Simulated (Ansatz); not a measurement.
**Effect of biaxial strain −0.60 %, plane normal [001], relaxed out of plane on CsPbCl3**

Start from CsPbCl$_{3}$ in the cubic perovskite structure (space group Pm-3m, No. 221; a = 5.521 Å). Axes: x, y, z lie along the cube axes.

The change: biaxial strain −0.60 %, plane normal [001], relaxed out of plane (Cartesian); in-plane vectors clamped, the third vector and the atoms free.

All numbers come from LDA in Ansatz (plane waves to 420 eV, PAW, spin-orbit coupling left out). Γ-centred 6×6×6 mesh, Fermi–Dirac width 0.05 eV.

* **Volume per atom**: 33.30 Å³ (base 33.65 Å³)
* **Space group**: P4/mmm (No. 123) (base Pm-3m (No. 221))
* **Shortest interatomic distance**: 2.744 Å (base 2.760 Å)
* **Energy relative to the base (free energy F)**: +0.6 meV/atom
* **Band gap**: 1.43 eV (base 1.53 eV)
* **Gap character**: direct at A
* **Electron mass**: 0.091 mₑ out of plane, 0.73 mₑ in plane (at R)
* **Hole mass**: 0.14 mₑ (at R) (base 0.14 mₑ (at R))
* **Valley order (the lowest conduction-band minima on the path, energy above the VBM, named in the base's zone)**: R along [111] 1.43 eV; Γ 2.69 eV (base R along ⟨111⟩ 1.53 eV; Γ 2.75 eV)
* **Out-of-plane strain**: +0.15 %

Cost of the whole job for the changed cell (relaxation, final SCF and bands): about 100 core-seconds (a rough figure).

Spin-orbit coupling, missing from the scalar runs, can matter with Pb. Masses are band curvatures over ±0.01 Å⁻¹ around the edge. Whether these cells are dynamically stable was not tested. Many cubic perovskites are stable only at high temperature; tilts and polar distortions were not tested. This is not the structure that CsPbCl3 has at room temperature and ambient pressure. k-point labels follow each cell's own Brillouin zone.

Ansatz is an electronic-structure program.
